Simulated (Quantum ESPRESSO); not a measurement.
A self-consistent single point of LaAlSi (I4_1md, 6 atoms in the cell) with Quantum ESPRESSO.

Method: Wu-Cohen GGA, GBRV 1.5 ultrasoft (PBE) pseudopotentials (plane waves; Quantum ESPRESSO).

```
CELL_PARAMETERS angstrom
     -2.14131     2.14131     7.23773
      2.14131    -2.14131     7.23773
      2.14131     2.14131    -7.23773
ATOMIC_POSITIONS crystal
  La 0.37503 0.87503 0.50000
  La 0.62503 0.62503 0.00000
  Al 0.20826 0.20826 0.00000
  Al 0.95826 0.45826 0.50000
  Si 0.79171 0.29171 0.50000
  Si 0.04171 0.04171 0.00000
```

Reference input (self-consistent single point, DFT, LDA (PZ), plane waves, GBRV 1.5 ultrasoft (LDA) pseudopotentials): ecutwfc = 40 Ry; ecutrho = 200 Ry; occupations = smearing; smearing = fermi-dirac; degauss = 0.0073499 Ry; potentials = {La: la_lda_v1.uspp.F.UPF, Al: al_lda_v1.uspp.F.UPF, Si: si_lda_v1.uspp.F.UPF}; K_POINTS = automatic 9 9 9 0 0 0; conv_thr = 1e-11 Ry; mixing_beta = 0.4. This run's input differs from it in these lines:

```diff
@@ -17,2 +17,3 @@
     degauss = 0.0073499
+    input_dft = 'wc'
 /
@@ -23,5 +24,5 @@
 ATOMIC_SPECIES
-La   138.9055  la_lda_v1.uspp.F.UPF
-Al    26.9815  al_lda_v1.uspp.F.UPF
-Si    28.0850  si_lda_v1.uspp.F.UPF
+La   138.9055  la_pbe_v1.uspp.F.UPF
+Al    26.9815  al_pbe_v1.uspp.F.UPF
+Si    28.0850  si_pbe_v1.uspp.F.UPF
 ATOMIC_POSITIONS {crystal}
```

Output, abridged:

```
     Self-consistent Calculation

     iteration #  1     ecut=    40.00 Ry     beta= 0.40

     Threshold (ethr) on eigenvalues was too large:
     Diagonalizing with lowered threshold

     negative rho (up, down):  1.271E-01 0.000E+00

     total energy              =    -237.66180133 Ry
     estimated scf accuracy    <       0.04481322 Ry

     iteration #  2     ecut=    40.00 Ry     beta= 0.40

     negative rho (up, down):  1.149E-01 0.000E+00

     total energy              =    -237.66193448 Ry
     estimated scf accuracy    <       0.01051712 Ry

     iteration #  3     ecut=    40.00 Ry     beta= 0.40

     negative rho (up, down):  1.083E-01 0.000E+00

     total energy              =    -237.66258722 Ry
     estimated scf accuracy    <       0.00130474 Ry

   [... 7 blocks of this kind left out ...]

     iteration # 11     ecut=    40.00 Ry     beta= 0.40

     negative rho (up, down):  1.073E-01 0.000E+00

     total energy              =    -237.66288910 Ry
     estimated scf accuracy    <          1.3E-10 Ry

     iteration # 12     ecut=    40.00 Ry     beta= 0.40

     negative rho (up, down):  1.073E-01 0.000E+00
     End of self-consistent calculation

     the Fermi energy is    10.1565 ev

!    total energy              =    -237.66288910 Ry
     estimated scf accuracy    <          3.7E-12 Ry
     smearing contrib. (-TS)   =      -0.00332151 Ry
     internal energy E=F+TS    =    -237.65956758 Ry

     convergence has been achieved in  12 iterations

     negative rho (up, down):  1.073E-01 0.000E+00

     Forces acting on atoms (cartesian axes, Ry/au):

     atom    1 type  1   force =     0.00000000    0.00000000    0.00029567
     atom    2 type  1   force =     0.00000000    0.00000000    0.00029567
     atom    3 type  2   force =     0.00000000    0.00000000    0.00327768
     atom    4 type  2   force =     0.00000000   -0.00000000    0.00327768
     atom    5 type  3   force =     0.00000000    0.00000000   -0.00357335
   [... lines left out ...]
     Total force =     0.006870     Total SCF correction =     0.000001
   [... lines left out ...]

     negative rho (up, down):  1.073E-01 0.000E+00
          total   stress  (Ry/bohr**3)                   (kbar)     P=        8.98
   0.00002439  -0.00000000  -0.00000000            3.59       -0.00       -0.00
  -0.00000000   0.00002439  -0.00000000           -0.00        3.59       -0.00
   0.00000000   0.00000000   0.00013431            0.00        0.00       19.76

   JOB DONE.
```

The run converged in 12 iterations. Against the reference run the pressure goes from -1.26 to 0.90 GPa and the largest force goes from 0.083 to 0.092 eV/Å.

The starting cell comes from a database of computed structures (which also holds hypothetical and non-ambient phases and stackings), without a prior relaxation at this level. Its lattice was rescaled by a random factor within 2.5 % of one.

Cost on one core of a shared machine: roughly 5 min.
